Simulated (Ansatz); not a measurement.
Cell and atoms of amorphous Ge12Sb12Te30Bi3:

```xyz
57
Lattice="11.5093 -0.1365 -0.7434 -0.1365 11.9961 0.3121 -0.7434 0.3121 12.8141" Properties=species:S:1:pos:R:3 pbc="T T T"
Ge     2.7504     9.9025     4.1650
Ge     4.0746     2.2106     4.6616
Ge     9.4013     7.9555     2.9513
Ge     7.5247     3.0967     8.1127
Ge     5.5007     1.3505    10.2684
Ge     0.1751     7.9434    12.3318
Ge     5.9949     3.5310     1.2768
Ge     0.0336     5.9869     2.9444
Ge     3.0818    10.3820    12.5176
Ge     8.4848     2.6846    11.6579
Ge    10.3629     1.2610     6.1105
Ge    10.7590    11.1505     9.4825
Sb     5.8806     6.1484     2.7870
Sb     8.2844     5.4566    11.7539
Sb     2.2439     0.6133     1.7220
Sb     9.7484     2.3620     3.4073
Sb     9.3484    10.5477     0.0181
Sb     2.8374     7.6645    12.3282
Sb     5.0343     4.5434     8.1030
Sb     5.2400     7.5932     5.4850
Sb     8.5393     0.4305    10.0637
Sb    10.3526     8.3993     9.3467
Sb     2.5533     8.4744     8.3292
Sb    10.4854     5.1467     6.6089
Te     5.2532     7.4445     8.5082
Te     6.5183     1.5207     3.6058
Te     3.1708     2.6736    11.2080
Te     3.2563     3.2714     1.9187
Te    10.6860     2.8166     8.3562
Te     5.0125     4.9643    11.4960
Te     7.0901     8.3755     1.4460
Te     1.8427     0.4718     4.6374
Te     0.5831     3.9709     4.9992
Te     1.2884     7.8274     5.7917
Te     1.1743    12.2488    11.8674
Te     8.0439     3.8479     5.5100
Te    10.1118    10.7607     3.4515
Te    10.9649     1.6512     0.7380
Te     7.2137     1.1529     0.1298
Te     8.2467    11.4949     7.2028
Te     8.4534     5.8314     8.8031
Te     3.1813     7.0456     2.3291
Te     4.5414    10.4070     6.2167
Te     8.2070     7.5701     5.5163
Te     1.3334     6.1132     9.4933
Te     0.4009     5.0849     0.1855
Te     4.8094     1.4530     7.3126
Te     0.8709    11.8493     8.0825
Te     3.9603     4.9106     5.4316
Te     8.8836     4.8547     2.0535
Te     0.3459     9.3053     1.4774
Te     4.6771    11.1518     2.0143
Te     4.7288    10.6985    10.5149
Te     7.9435     8.8365    10.8344
Bi     7.1711    10.6133     4.5064
Bi    10.5931     9.5220     6.1342
Bi     2.3749     3.2513     8.3787
```

Calculation: PBE-D3(BJ), scalar-relativistic without spin-orbit coupling, PAW (Ansatz default set, large-core Te) (plane waves to 420 eV; Ansatz, an electronic-structure program).

It comes from a melt-quench run on a machine-learned potential (CHGNet), relaxed afterwards by DFT. The hot cell started wider than the set density and was brought back towards it in steps. It is the lowest in DFT energy of 3 quenches. It is a model cell: composition and starting density were chosen by hand, and all elements were melted together. The geometry includes D3(BJ) dispersion. Its density started from a set value of 6.10 and ended at 6.40 g/cm³. Cooling (nominally 63 K/ps over its main leg) ran many orders faster than in experiment, which tends to leave more defects and strain. One small periodic cell is one sample of the glass; other quenches scatter about these values. Volume and shape were free in the relaxation. On a 2×2×2 Γ-centred mesh force components of up to 0.18 eV/Å stay, since the relaxation ran on one k-point at (1/4, 1/4, 1/4).

Bonds are counted up to Ge-Ge 2.85 Å, Ge-Sb 3.20 Å, Ge-Te 3.16 Å, Ge-Bi 3.22 Å, Sb-Sb 3.34 Å, Sb-Te 3.20 Å, Sb-Bi 3.44 Å, Te-Te 3.31 Å, Te-Bi 3.43 Å, Bi-Bi 3.55 Å.

Problem. Give the coordination numbers, mean bond lengths and angles.

Solution. 
```
Item                                                   Result
-----------------------  ------------------------------------
Mean coordination of Ge   4.00 (3 with 3, 6 with 4, 3 with 5)
Mean coordination of Sb   4.08 (3 with 3, 5 with 4, 4 with 5)
Mean coordination of Te  2.97 (7 with 2, 17 with 3, 6 with 4)
Mean coordination of Bi             5.33 (2 with 5, 1 with 6)
Mean Ge-Te bond          2.831 Å (spread 0.129 Å, 37 counted)
Mean Sb-Te bond          2.969 Å (spread 0.086 Å, 32 counted)
Mean Te-Bi bond          3.143 Å (spread 0.111 Å, 14 counted)
Mean Ge-Sb bond          2.846 Å (spread 0.151 Å, 11 counted)
Bond angle at Ge                    mean 105.8°, spread 22.3°
Bond angle at Sb                    mean 102.5°, spread 27.9°
Bond angle at Te                     mean 97.6°, spread 22.8°
Bond angle at Bi                    mean 104.1°, spread 32.6°
```

Problem. List the pairs of like atoms that count as bonded by the rules above.

Solution. Sb13-Sb20 (3.13 Å), Sb17-Sb21 (2.92 Å), Te27-Te35 (3.07 Å), Te27-Te30 (2.95 Å), Te32-Te48 (3.30 Å).
